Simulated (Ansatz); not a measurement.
Base system: Ir in the fcc (Cu type) structure (space group Fm-3m, No. 225; a = 3.871 Å).

(Cell as relaxed with PBE.)

Levels (all Ansatz, an electronic-structure program, PAW, earlier PAW set): PBE (420 eV, scalar-relativistic without spin-orbit coupling); PBEsol (420 eV, no spin-orbit coupling).

Each level relaxes its own structure.

| base | PBE | PBEsol |
|---|---|---|
| volume per atom | 14.50 Å³ | 14.05 Å³ |
| lattice parameter a | 7.314 bohr | 7.238 bohr |
| band gap | zero | zero |

One thing is altered: full substitution Ir → Pt; the structure is relaxed again.

```json
[
 {"quantity": "volume per atom", "PBE": "15.64 Å³", "PBEsol": "15.04 Å³"},
 {"quantity": "band gap", "PBE": "zero", "PBEsol": "zero"}
]
```

PBE's volume per atom lies 0.606 Å³ above PBEsol's (4.0 %); the two agree on the band gap. Neither level is exact; PBEsol is the comparison here, not a measurement.

Stability against distortions was not tested. All final runs are without spin polarisation. Pt lies near a magnetic instability that expansion can trigger; it was not tested.
